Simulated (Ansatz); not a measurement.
# Response to strain in WS2

The reference is WS2 (space group P6_3/mmc, No. 194; a = 3.154 Å, c = 12.141 Å; layered, stacked along the Cartesian z axis). Axes: x lies along a and z along c of the hexagonal cell.

Strains are applied to the cell and any free atomic positions relax.

Level of theory: PBE-D3(BJ) in Ansatz (plane waves to 420 eV, PAW, no spin-orbit coupling).

Candidates:
(a) uniaxial strain ε_zz = −0.60 %
(b) uniaxial strain ε_zz = −1.80 %
(c) uniaxial strain ε_zz = −2.40 %
(d) uniaxial strain ε_zz = −1.20 %

For the base:

```
Property   Result
--------  -------
Band gap  0.88 eV
```

Problem. Order them by band gap, highest first.

Solution. (a) uniaxial strain ε_zz = −0.60 % (0.85 eV), (d) uniaxial strain ε_zz = −1.20 % (0.82 eV), (b) uniaxial strain ε_zz = −1.80 % (0.78 eV), (c) uniaxial strain ε_zz = −2.40 % (0.75 eV)

Spin-orbit coupling, missing from the scalar runs, can matter with W. Stability against distortions was not tested.

Ansatz is an electronic-structure program.
